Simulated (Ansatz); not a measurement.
Terminations of the (0001) surface of hcp Hf, measured from the surface 'clean 1x1'. Atoms come from or go to: Al: fcc Al, Co: hcp Co, ferromagnetic, Ga: alpha gallium, Hf: hcp Hf, Mn: fcc-type Mn, layered antiferromagnet, Nb: bcc Nb, Pd: fcc Pd, Si: silicon, W: bcc W, Y: hcp Y. ΔE is the energy of forming the row's surface from that one (negative: more stable at these reservoirs); the vacuum level's shift is aligned on the shared bottom. No zero-point or thermal terms. These are constructed structures in small cells; real faces may alloy, dewet or reconstruct in larger ones, and not all known structures of the face are among them. Slabs of about 12 Å with all that they carry, Fermi-Dirac smearing of 0.1 eV. Bottom of the slabs: a bare face, its two planes held. Relaxed from the named starts with such symmetry as they have, on meshes of like density; energies extrapolated to zero smearing; no spin-orbit coupling, no U. Spin-polarised runs, if any, are marked in brackets, and their order is one that fits the cell; the others ran without spin. A dash marks a value that is undefined for that row (no clear gap, or no work function of a gapped slab) or was not read reliably on its mesh.

Calculation: PBE (plane waves to 420 eV, PAW; Ansatz, an electronic-structure program).

```tsv
surface	atoms added per 1x1	ΔE per 1x1 (eV)	shift of the vacuum level (eV)	work function (eV)
top plane shifted to the other hollow	none	?	0.00	4.33
a layer of Co in place of the second plane (1 Hf–Hf bonds formed) [spin start, no net moment]	+1 Co, -1 Hf	-0.19	-0.45	3.88
a pseudomorphic layer of Pd in the host's stacking	+1 Pd	?	-0.06	4.27
a layer of Mn in place of the second plane (1 Hf–Hf bonds formed) [spin, 1.4 μB a cell]	-1 Hf, +1 Mn	0.46	-0.37	3.96
a layer of Si in place of the second plane	-1 Hf, +1 Si	-0.58	-0.04	4.30
a layer of Ga in place of the second plane	+1 Ga, -1 Hf	?	-0.17	4.17
clean 1x1	none	0.00	0.00	4.33
a layer of Y in place of the second plane	-1 Hf, +1 Y	?	-0.04	4.30
a layer of Nb in place of the second plane	-1 Hf, +1 Nb	0.48	-0.20	4.13
a pseudomorphic layer of W in the host's stacking	+1 W	?	0.04	4.37
a layer of W in place of the second plane	-1 Hf, +1 W	0.98	-0.33	4.00
a pseudomorphic layer of Al in the host's stacking	+1 Al	-0.46	0.14	4.47
```

Problem. Fill in the missing entries.

Solution. 
- top plane shifted to the other hollow, ΔE per 1x1 (eV): 0.10
- a pseudomorphic layer of Pd in the host's stacking, ΔE per 1x1 (eV): -1.09
- a layer of Ga in place of the second plane, ΔE per 1x1 (eV): -0.33
- a layer of Y in place of the second plane, ΔE per 1x1 (eV): 0.54
- a pseudomorphic layer of W in the host's stacking, ΔE per 1x1 (eV): 1.79
